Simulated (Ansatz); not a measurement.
Response to strain in BeS

Take BeS in the zinc blende structure (space group F-43m, No. 216; a = 4.869 Å) as the base. Axes: x, y, z lie along the cube axes.

Strains are applied to the cell and any free atomic positions relax; under biaxial strain the out-of-plane vector relaxes too; under stress the whole cell relaxes.

Method: r2SCAN (Ansatz, a quantum-chemistry and plane-wave program, PAW, no spin-orbit coupling).

Notes on the quantities. energy relative to the base: free energy F.

| change | electron mass | space group | energy relative to the base |
|---|---|---|---|
| base | 0.79 mₑ along k, 0.29 mₑ across (at X) | F-43m (No. 216) | 0 meV/atom |
| biaxial strain −4.70 %, plane normal [001], relaxed out of plane | 0.72 mₑ along k, 0.29 mₑ across (at X) | I-4m2 (No. 119) | +40 meV/atom |
| biaxial strain +0.68 %, plane normal [001], relaxed out of plane | 0.78 mₑ along k, 0.29 mₑ across (at X) | I-4m2 (No. 119) | +0.7 meV/atom |
| isotropic strain −0.90 % | 0.78 mₑ along k, 0.28 mₑ across (at X) | F-43m (No. 216) | +3.3 meV/atom |
| uniaxial strain ε_xx = −1.09 % | 0.77 mₑ along k, 0.29 mₑ across (at X) | I-4m2 (No. 119) | +0.9 meV/atom |
| uniaxial strain ε_yy = −5.85 % | 0.69 mₑ along k, 0.30 mₑ across (at X) | I-4m2 (No. 119) | +26 meV/atom |
| uniaxial strain ε_yy = −2.55 % | 0.75 mₑ along k, 0.29 mₑ across (at X) | I-4m2 (No. 119) | +4.9 meV/atom |
| uniaxial stress, 3 GPa compression along x | 0.75 mₑ along k, 0.29 mₑ across (at X) | I-4m2 (No. 119) | +3.3 meV/atom |
| uniaxial stress, 8 GPa tension along z | 0.76 mₑ along k, 0.30 mₑ across (at X) | I-4m2 (No. 119) | +21 meV/atom |
| tensor shear ε_xy = −2.97 % | – | Imm2 (No. 44) | +14 meV/atom |

The levels and masses belong to the bands next to the band gap. Masses are band curvatures over ±0.01 Å⁻¹ around the edge. Along k means along the line from Γ to the band edge. Beyond what the load breaks, stability against distortions was not tested.
